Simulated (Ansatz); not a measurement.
Input and output of a self-consistent single point for Sc₃IrC₄ (Immm, 8 atoms in the cell) (Ansatz, a quantum-chemistry and plane-wave program).

Method: PBEsol, PAW files made with PBE (plane waves; Ansatz).

```
CELL_PARAMETERS angstrom
     -1.72852     2.21894     6.11005
      1.72852    -2.21894     6.11005
      1.72852     2.21894    -6.11005
ATOMIC_POSITIONS crystal
  Sc 0.50000 0.50000 0.00000
  Sc 0.80965 0.30965 0.50000
  Sc 0.19035 0.69035 0.50000
  Ir 0.00000 0.00000 0.00000
  C  0.20871 0.87210 0.33661
  C  0.79129 0.12790 0.66339
  C  0.53549 0.87210 0.66339
  C  0.46451 0.12790 0.33661
```

Reference input (self-consistent single point, DFT, PBEsol, plane waves, PAW files made with PBE): basis.ecutwfc = 30.9 Ry; kpoints.mp_grid.grid = 9 9 9; hamiltonian.xc = pbesol; hamiltonian.pseudopotentials = {kind: paw} (the program's default PAW files); scf.occupations.method = methfessel_paxton; scf.occupations.width = 0.0073 Ry. This run's input differs from it in these lines:

Ansatz 0.2 input:
```diff
@@ -16,3 +16,3 @@
 basis:
-  ecutwfc: 30.9 Ry
+  ecutwfc: 15.4 Ry
 kpoints:
```

Output, abridged:

```
SCF iter   1: F=—  HF=-19117.883901 eV  |F-HF|=—  |Δ(HF+E_count)|=         —  Δρ=1.37e-1  dr2=3.80e1  ethr=3.10e-3  ⟨swp⟩=4.3  Hψ=16604  notcnv=0
all-band conjugate gradients solve this SCF's bands
preconditioner: auto → Kerker (q_TF=auto, 2.573 Å⁻¹)
SCF iter   2: F=—  HF=-19114.470310 eV  |F-HF|=—  |Δ(HF+E_count)|=    3.41e0  S|Δr|=    0.00e0  Δρ=7.00e-2  dr2=9.91e0  ethr=3.10e-3  ⟨swp⟩=2.3  Hψ=10606  notcnv=0  defer=300
   [... lines left out ...]
SCF iter   7: F=—  HF=-19113.218239 eV  |F-HF|=—  |Δ(HF+E_count)|=   2.92e-4  S|Δr|=    0.00e0  Δρ=3.95e-5  dr2=1.69e-6  ethr=6.23e-8  ⟨swp⟩=2.0  Hψ=6737  notcnv=0  defer=295
SCF iter   8: F=—  HF=-19113.218239 eV  |F-HF|=—  |Δ(HF+E_count)|=   1.89e-7  S|Δr|=    0.00e0  Δρ=1.07e-5  dr2=1.43e-7  ethr=2.56e-9  ⟨swp⟩=2.0  Hψ=6840  notcnv=0  defer=295
SCF iter   9: F=-19113.218239 eV  HF=-19113.218239 eV  |F-HF|=1.21e-9  |Δ(HF+E_count)|=   1.64e-8  S|Δr|=    0.00e0  Δρ=2.42e-6  dr2=7.06e-9  ethr=1.52e-10  ⟨swp⟩=10.8  Hψ=20288  notcnv=0
SCF 1 converged in 9 iterations: F = -19113.218239 eV  dr2 = 7.06e-9
Stability not checked (fill_not_monotonic)
Free energy (F): -19113.218239 eV
Internal energy: -19113.219020 eV  (E = F + TS)
E sigma→0 (E₀):  -19113.218434 eV
Entropy (-TS):   0.000781 eV (0.098 meV/atom)
Fermi energy:    14.580941 eV
--- Forces (eV/Å), atoms counted from 1 ---
  atom   1  Sc     0.00000000     0.00000000    -0.00000000
  atom   2  Sc     0.00000000    -0.00000000    -0.44647893
  atom   3  Sc    -0.00000000     0.00000000     0.44647893
  atom   4  Ir    -0.00000000     0.00000000     0.00000000
   [... lines left out ...]
  atom   8  C      0.00000000    -1.34914517    -0.31941204
--- Stress (GPa, compression-positive) ---
        0.156713       0.000000       0.000000
        0.000000       1.522396       0.000000
        0.000000       0.000000      -5.265031
  P = ⅓ Tr σ = -1.1953 GPa (-11.953 kbar)
  The stress holds the Pulay correction. Without it, at fixed plane waves, as pw.x and ABINIT print it: P = -97.9899 GPa
```

The run converged in 9 iterations. Against the reference run the free energy goes up by 1.59 eV/atom, the pressure goes from -5.57 to -1.20 GPa and the largest force goes from 0.183 to 1.386 eV/Å.

The starting cell comes from a database of computed structures (which also holds hypothetical and non-ambient phases and stackings), without a prior relaxation at this level. Spin polarisation is off. Forces in this geometry exceed 1 eV/Å. Ansatz's pressure includes its estimate of the finite-basis (Pulay) stress. Without the estimate this run gives -97.99 GPa. The cutoff lies below the one recommended for these files.
